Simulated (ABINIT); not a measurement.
ABINIT run on Rb3Ba (I4/mmm, 4 atoms in the cell): self-consistent single point.

Method of the run: PBEsol, norm-conserving pseudopotentials (PseudoDojo nc-sr-04 PBEsol standard) (plane waves; ABINIT).

The change in words: lattice scaled by 0.98. Reference geometry:
```
CELL_PARAMETERS angstrom
     -3.38259     3.38259     7.39567
      3.38259    -3.38259     7.39567
      3.38259     3.38259    -7.39567
ATOMIC_POSITIONS crystal
  Rb 0.75000 0.25000 0.50000
  Rb 0.25000 0.75000 0.50000
  Rb 0.50000 0.50000 0.00000
  Ba 0.00000 0.00000 0.00000
```

Reference input (self-consistent single point, DFT, PBEsol, plane waves, norm-conserving pseudopotentials (PseudoDojo nc-sr-04 PBEsol standard)): pseudos = [Rb.upf, Ba.upf]; ecut = 28 Ha; occopt = 3; tsmear = 0.1 eV; ngkpt = 5 5 5; nshiftk = 1; shiftk = 0 0 0; potentials = PseudoDojo nc-sr-04 PBEsol standard; nband = 25; kptopt = 1; nstep = 80; tolvrs = 1e-11. This run's input differs from it in these lines:

```diff
@@ -5,5 +5,5 @@
 rprim
-        -3.3825860000    3.3825860000    7.3956750000
-         3.3825860000   -3.3825860000    7.3956750000
-         3.3825860000    3.3825860000   -7.3956750000
+        -3.3149340000    3.3149340000    7.2477610000
+         3.3149340000   -3.3149340000    7.2477610000
+         3.3149340000    3.3149340000   -7.2477610000
 natom 4
```

Output, abridged:

```
--- !BeginCycle
solver: {iscf: 7, nstep: 80, nline: 4, wfoptalg: 0, }
tolerances: {tolvrs: 1.00E-11, }
...

     iter   Etot(hartree)      deltaE(h)  residm     vres2
 ETOT  1  -109.08784109264    -1.091E+02 1.850E-02 4.929E+01
 ETOT  2  -109.11621413558    -2.837E-02 1.876E-03 1.035E+01
 ETOT  3  -109.11655615093    -3.420E-04 6.098E-04 6.356E-01
 ETOT  4  -109.11658295621    -2.681E-05 3.347E-04 1.270E-01
 ETOT  5  -109.11658922062    -6.264E-06 2.298E-04 2.903E-03
   [... 14 lines left out ...]
 ETOT 20  -109.11658999402     1.094E-12 2.903E-05 1.012E-09
 ETOT 21  -109.11658999402    -7.105E-13 3.016E-05 1.256E-11
 ETOT 22  -109.11658999403    -2.530E-12 2.272E-05 3.647E-11
 ETOT 23  -109.11658999403    -4.263E-14 2.320E-05 2.108E-13
 At SCF step   23       vres2   =  2.11E-13 < tolvrs=  1.00E-11 =>converged.

 Cartesian components of stress tensor (hartree/bohr^3)
  sigma(1 1)=  1.99709535E-06  sigma(3 2)=  0.00000000E+00
  sigma(2 2)=  1.99709535E-06  sigma(3 1)=  0.00000000E+00
  sigma(3 3)=  3.56657789E-06  sigma(2 1)=  0.00000000E+00

 ----iterations are completed or convergence reached----

 reduced coordinates (array xred) for    4 atoms
       0.750000000000      0.250000000000      0.500000000000
       0.250000000000      0.750000000000      0.500000000000
       0.500000000000      0.500000000000      0.000000000000
       0.000000000000      0.000000000000      0.000000000000
 cartesian forces (eV/Angstrom) at end:
    1      0.00000000000000     0.00000000000000    -0.00000000000000
   [... lines left out ...]
 Fermi (or HOMO) energy (hartree) =   0.04658   Average Vxc (hartree)=  -0.22824
 Fermi (or HOMO) energy (eV) =   1.26762   Average Vxc (eV)=  -6.21068
   [... lines left out ...]
total_energy        : -1.09116589994027E+02
total_energy_eV     : -2.96921341582170E+03
band_energy         : -1.85301446290896E+01
...

-Cartesian components of stress tensor (GPa)         [Pressure= -7.4148E-02 GPa]
- sigma(1 1)=  5.87565637E-02  sigma(3 2)=  0.00000000E+00
- sigma(2 2)=  5.87565637E-02  sigma(3 1)=  0.00000000E+00
- sigma(3 3)=  1.04932327E-01  sigma(2 1)=  0.00000000E+00

 Calculation completed.
```

The run converged in 23 iterations. Against the reference run the free energy drops by 5.5 meV/atom and the pressure goes from -0.28 to -0.07 GPa.

The starting cell comes from a database of computed structures (which also holds hypothetical and non-ambient phases and stackings), without a prior relaxation at this level. Its lattice was rescaled by a random factor within 2.5 % of one. For this run, on top of that: lattice scaled by 0.98.

Cost on one core of a shared machine: roughly 7 min.
